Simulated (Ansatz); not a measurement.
**Question.** Name crystals whose logarithmic mean phonon energy lies between 5.4 and 8.4 meV and whose electron-phonon coupling λ lies between 0.4 and 0.62, by Ansatz (a first-principles code) with PBEsol, DFPT electron-phonon coupling, linearised Boltzmann equation.

**Answer.** Many crystals can fit; among those computed here:
- LuTl3 (Pm-3m): 6.5 meV, 0.62
- LuAu (Pm-3m): 6.6 meV, 0.45
- PtBi (P6_3/mmc): 7.9 meV, 0.49
- YTl3 (Pm-3m): 8.0 meV, 0.55
- AuSn (P6_3/mmc): 6.7 meV, 0.49

Metals; harmonic phonons. Halving the electron mesh moves these values by up to 4 %; q meshes are mostly untested. Some of the runs warned that the eigensolver left states short of its tolerance. Spin-orbit coupling is left out.

Formula and space group known from diffraction (Crystallography Open Database), not checked to be the room-temperature form: AuSn (P6_3/mmc), LuAu (Pm-3m), LuTl3 (Pm-3m), PtBi (P6_3/mmc), YTl3 (Pm-3m). The missing spin-orbit coupling matters most for AuSn (P6_3/mmc), LuAu (Pm-3m), LuTl3 (Pm-3m), PtBi (P6_3/mmc), YTl3 (Pm-3m).
